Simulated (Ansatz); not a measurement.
System: SmCu2 (Imma, No. 74; cell taken from a computed entry). Method: r²SCAN (plane waves, PAW; Ansatz, a quantum-chemistry and plane-wave program).

Run with plane-wave cutoff 500 eV, 16×16×16 k mesh, Fermi–Dirac smearing 0.1 eV, spin-polarised start, scalar-relativistic PAW data made under PBE.

Computed at the level's own relaxed cell.

Task: Estimate the equilibrium volume per atom that the calculation returns.

Result: 
* **equilibrium volume per atom**: 18.97 Å³/atom

Note: the magnetic order was assumed, not searched for or taken from measurement; the relaxation could not lower the start's symmetry, so the cell can be a saddle point above a distorted one; the 4f shell is treated without U or exact exchange, so its levels and filling can be wrong.

Spin–orbit coupling is not included.

The computed numbers hold no vibrational or temperature effects.

Cost on a shared machine: very roughly 5 core-hours.
